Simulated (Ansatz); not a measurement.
SiH3 on the 1x1 (111) surface of fcc Ni, ferromagnetic, one in a 2x2 cell, energies for each (21.5 Å²). Energies are against SiH4(g) − ½ H2(g), without zero-point or thermal terms; each row is named by its start. No converged result for: 1 more start.

The numbers are results of PBE (plane waves to 420 eV, PAW; Ansatz, a program for electronic structure), not measurements.

Slab: 20 atoms, 6.0 Å thick at the start under the adsorbate (thin: gaps and levels are the slab's own); k 7x7x1, smearing 0.1 eV, dipole-corrected; 8 atoms held, the rest relaxed; each run with such symmetry as its start has; spin-polarised, no spin-orbit, no U, no dispersion correction.

A negative adsorption energy means that the adsorbate is more stable on the surface than in its reference. Heights count from the host atoms within 0.3 Å of the top one.

```
starting site                           E_ads (eV)  height (Å)  nearest host atom (Å)  bonded to  Δ work function (eV)  lateral drift (Å)  moment (μB)
--------------------------------------  ----------  ----------  ---------------------  ---------  --------------------  -----------------  -----------
top Ni                                       -0.56        2.24                Ni 2.24         Ni                  0.20                0.0          9.9
hollow Ni-Ni-Ni over Ni at depth 4.0 Å       -0.85        1.93                Ni 2.40       3 Ni                 -0.18                0.0          9.8
bridge Ni-Ni (span 2.5 Å)                    -1.13        1.88                Ni 2.24       2 Ni                 -0.33                0.0          9.6
```
